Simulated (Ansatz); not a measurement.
Ag (Fm-3m), PBEsol, DFPT electron-phonon coupling, linearised Boltzmann equation in Ansatz (a program for electronic structure): Condition of this run: hydrostatic pressure 30 GPa (the target of the relaxation). phonon-limited resistivity 1.02 μΩ·cm at 300 K, 1.39 μΩ·cm at 400 K, current-weighted mean free path 77 nm, Drude plasma energy 9.90 eV.

Task: What temperature coefficient of resistance follows, and how does it compare with 1/T?

Result: (ρ₄₀₀ − ρ₃₀₀)/(100 K × ρ₃₀₀) = 3.63×10⁻³ K⁻¹, against 1/T = 3.33×10⁻³ K⁻¹ for a resistivity proportional to T. It lies higher because phonons are still being populated at 300 K; impurities would add a constant and lower it.

Task: What Drude relaxation time do resistivity and plasma energy imply?

Result: ω_p = 1.50e16 s⁻¹, so τ = 1/(ε₀ ω_p² ρ) = 48.9 fs, a damping ħ/τ of 13.4 meV.

Task: Estimate the electronic thermal conductivity at 300 K by the Wiedemann-Franz law (L₀ = 2.44×10⁻⁸ W·Ω/K²).

Result: L₀T/ρ = 2.44×10⁻⁸ × 300/(1.02×10⁻⁸) = 718 W/(m·K). Inelastic scattering puts the true Lorenz number somewhat under L₀ near and below the Debye temperature.

A metal at this level (no band gap). Only scattering by harmonic phonons is included (no impurities, grain boundaries, electron-electron scattering or thermal expansion). Spin-orbit coupling is left out. Halving the electron mesh (36x36x36) moves the resistivity by up to 1 % at 300 K, the mean free path by up to 4 %. Smearing 0.20 eV; phonons on a 6x6x6 q mesh, which this run doesn't test.
